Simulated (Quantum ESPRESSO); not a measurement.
The steps of a band-structure calculation for InSn2Te3 (P-3m1, 6 atoms in the cell) with Quantum ESPRESSO.

Level of theory: LDA (PZ), GBRV 1.5 ultrasoft (LDA) pseudopotentials (plane waves; Quantum ESPRESSO 7.5).

Step 1 (scf):

```fortran
&CONTROL
   calculation = 'scf'
   prefix = 'insn2te3'
   outdir = './out'
   pseudo_dir = './'
   tprnfor = .true.
   tstress = .true.
/
&SYSTEM
   ibrav = 0
   nat = 6
   ntyp = 3
   ecutwfc = 40
   ecutrho = 200
   occupations = 'smearing'
   smearing = 'cold'
   degauss = 0.019992
/
&ELECTRONS
   conv_thr = 1.0d-10
/
ATOMIC_SPECIES
In   114.8180  in_lda_v1.4.uspp.F.UPF
Sn   118.7100  sn_lda_v1.4.uspp.F.UPF
Te   127.6000  te_lda_v1.uspp.F.UPF
ATOMIC_POSITIONS {crystal}
In    0.000000000    0.000000000    0.000000000
Sn    0.333333333    0.666666667    0.668670000
Sn    0.666666667    0.333333333    0.331330000
Te    0.333333333    0.666666667    0.165760000
Te    0.666666667    0.333333333    0.834240000
Te    0.000000000    0.000000000    0.500000000
K_POINTS {automatic}
4 4 2  0 0 0
CELL_PARAMETERS {angstrom}
   4.459699715     0.000000000     0.000000000
  -2.229849858     3.862213247     0.000000000
   0.000000000     0.000000000    11.001480000
```

Step 2 (bands):

```fortran
&CONTROL
   calculation = 'bands'
   prefix = 'insn2te3'
   outdir = './out'
   pseudo_dir = './'
   verbosity = 'high'
/
&SYSTEM
   ibrav = 0
   nat = 6
   ntyp = 3
   ecutwfc = 40
   ecutrho = 200
   occupations = 'smearing'
   smearing = 'cold'
   degauss = 0.019992
   nbnd = 39
/
&ELECTRONS
   conv_thr = 1.0d-10
   startingwfc = 'random'
   diago_thr_init = 1.0d-6
   diagonalization = 'cg'
/
ATOMIC_SPECIES
In   114.8180  in_lda_v1.4.uspp.F.UPF
Sn   118.7100  sn_lda_v1.4.uspp.F.UPF
Te   127.6000  te_lda_v1.uspp.F.UPF
ATOMIC_POSITIONS {crystal}
In    0.000000000    0.000000000    0.000000000
Sn    0.333333333    0.666666667    0.668670000
Sn    0.666666667    0.333333333    0.331330000
Te    0.333333333    0.666666667    0.165760000
Te    0.666666667    0.333333333    0.834240000
Te    0.000000000    0.000000000    0.500000000
K_POINTS {crystal_b}
12
  0.00000000   0.00000000   0.00000000   8  ! G
  0.50000000   0.00000000   0.00000000   5  ! M
  0.33333333   0.33333333   0.00000000   9  ! K
  0.00000000   0.00000000   0.00000000   3  ! G
  0.00000000   0.00000000   0.50000000   8  ! A
  0.50000000   0.00000000   0.50000000   5  ! L
  0.33333333   0.33333333   0.50000000   9  ! H
  0.00000000   0.00000000   0.50000000   1  ! A
  0.50000000   0.00000000   0.50000000   3  ! L
  0.50000000   0.00000000   0.00000000   1  ! M
  0.33333333   0.33333333   0.00000000   3  ! K
  0.33333333   0.33333333   0.50000000   1  ! H
CELL_PARAMETERS {angstrom}
   4.459699715     0.000000000     0.000000000
  -2.229849858     3.862213247     0.000000000
   0.000000000     0.000000000    11.001480000
```

Step 3 (bands.x):

```fortran
&BANDS
   prefix = 'insn2te3'
   outdir = './out'
   filband = 'bands.dat'
   lsym = .false.
/
```

Output of bands (abridged):

```
     Atomic positions and unit cell read from directory:
     ./out/insn2te3.save/

     Message from routine setup:
     using ibrav=0 with symmetry is DISCOURAGED, use correct ibrav instead
     G-vector sticks info
     --------------------
     sticks:   dense  smooth     PW     G-vecs:    dense   smooth      PW
     Sum         967     769    235                60987    43535    6915

     bravais-lattice index     =            0
   [... lines left out ...]
     unit-cell volume          =    1278.7616 (a.u.)^3
   [... lines left out ...]
   [... 53 lines left out ...]

     Dense  grid:    60987 G-vectors     FFT dimensions: (  40,  40,  96)

     Smooth grid:    43535 G-vectors     FFT dimensions: (  36,  36,  90)

     The potential is recalculated from file :
     ./out/insn2te3.save/charge-density

     Band Structure Calculation
     CG style diagonalization

     ethr =  1.00E-06,  avg # of iterations = 40.1

     End of band structure calculation

          k = 0.0000 0.0000 0.0000 (  5531 PWs)   bands (ev):

   -14.2469 -14.2469 -14.2446 -14.2446 -14.2325 -14.2325 -14.2308 -14.2300
   -14.2293 -14.2293  -7.0862  -7.0862  -7.0515  -7.0425  -7.0425  -5.1412
    -4.3918  -4.3163   0.0149   0.7378   3.4416   5.5060   5.5434   5.5434
     5.7924   5.7924   5.8238   5.8238   7.0667   7.3518   8.5379   8.5380
     8.9124   9.0463   9.1720   9.1720  11.4831  11.5966  11.5971

          k = 0.0625 0.0361 0.0000 (  5491 PWs)   bands (ev):

   -14.2471 -14.2466 -14.2448 -14.2443 -14.2327 -14.2324 -14.2308 -14.2298
   -14.2293 -14.2292  -7.0889  -7.0855  -7.0508  -7.0429  -7.0421  -5.1131
    -4.3660  -4.2956   0.0269   0.7438   3.2608   5.2532   5.4281   5.4950
     5.6285   5.7177   5.7874   5.9805   7.0790   7.5836   8.2867   8.4528
     8.4747   9.3908   9.4351   9.9419  11.2151  11.4140  11.4866

   [... 54 blocks of this kind left out ...]
```

Output of bands.x (abridged):

```
     Reading xml data from directory:

     ./out/insn2te3.save/

     G-vector sticks info
     --------------------
     sticks:   dense  smooth     PW     G-vecs:    dense   smooth      PW
     Sum         967     769    235                60987    43535    6915

     Reading collected, re-writing distributed wavefunctions
     high-symmetry point:  0.0000 0.0000 0.0000   x coordinate   0.0000
     high-symmetry point:  0.5000 0.2887 0.0000   x coordinate   0.5774
     high-symmetry point:  0.3333 0.5774 0.0000   x coordinate   0.9107
     high-symmetry point:  0.0000 0.0000 0.0000   x coordinate   1.5774
     high-symmetry point:  0.0000 0.0000 0.2027   x coordinate   1.7800
     high-symmetry point:  0.5000 0.2887 0.2027   x coordinate   2.3574
     high-symmetry point:  0.3333 0.5774 0.2027   x coordinate   2.6907
     high-symmetry point:  0.0000 0.0000 0.2027   x coordinate   3.3574
     high-symmetry point:  0.5000 0.2887 0.2027   x coordinate   3.3574
     high-symmetry point:  0.5000 0.2887 0.0000   x coordinate   3.5601
     high-symmetry point:  0.3333 0.5774 0.0000   x coordinate   3.8934
     high-symmetry point:  0.3333 0.5774 0.2027   x coordinate   4.0961

     Plottable bands (eV) written to file bands.dat.gnu
     Bands written to file bands.dat

   JOB DONE.
```

The starting cell comes from a database of computed structures (which also holds hypothetical and non-ambient phases and stackings), without a prior relaxation at this level. Spin-orbit coupling is off.
